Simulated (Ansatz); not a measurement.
Start from ZnInGaO4 (space group R3m, No. 160; a = 3.3560 Å, c = 26.1140 Å (hexagonal axes)).

The change: electron doping at 2.0×10^21 cm⁻³ (0.170 per cell), with a uniform compensating background at fixed cell and a 300 K Fermi–Dirac width.

The values are results of PBE, PAW, 420 eV (Ansatz, a quantum-chemistry and plane-wave program; scalar-relativistic without spin-orbit coupling), earlier PAW set, not measurements.

Base, band edges from the VBM (valence, conduction): Γ 0.00, 1.11; F -0.41, 5.27; S₂ -0.34, 6.25; S₀ -0.34, 6.25; L -0.26, 5.17; H₀ -0.35, 6.24; H₂ -0.35, 6.24; T 0.00, 2.51 eV.

**Question.** Give the band edges at the high-symmetry points of the new zone, measured from its valence-band maximum.

**Answer.** 
```
point  valence edge (eV)  conduction edge (eV)
-----  -----------------  --------------------
Γ                   0.00                  1.08
T                   0.00                  2.49
H₂                 -0.33                  6.22
H₀                 -0.33                  6.22
L                  -0.24                  5.14
S₀                 -0.33                  6.23
S₂                 -0.33                  6.23
F                  -0.40                  5.24
```

The gap is 1.08 eV, direct at Γ.

Charged cell with a jellium background: band edges are those of the host's band count, energies are not comparable with the neutral cell, and many-body gap narrowing is missing. Semilocal Kohn–Sham gaps tend to fall short of experiment. No phonon test of stability was made.
